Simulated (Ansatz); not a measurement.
Cs in the bcc (W type) structure (space group Im-3m, No. 229)

```
CELL_PARAMETERS angstrom
     -3.00531     3.00531     3.00531
      3.00531    -3.00531     3.00531
      3.00531     3.00531    -3.00531
ATOMIC_POSITIONS crystal
  Cs 0.00000 0.00000 0.00000
```

Method: PBEsol (Ansatz, a quantum-chemistry and plane-wave program, PAW, scalar-relativistic without spin-orbit coupling). k-mesh 11×11×11 (Γ-centred); smearing 0.05 eV (Fermi–Dirac).

- Volume per atom = 108.57 Å³
- Density = 2.03 g/cm³
- Band gap = zero
- Total energy = -5585.796 eV/atom (σ→0; compares only within this code and set-up)

Stability against distortions was not tested. All final runs are without spin polarisation.
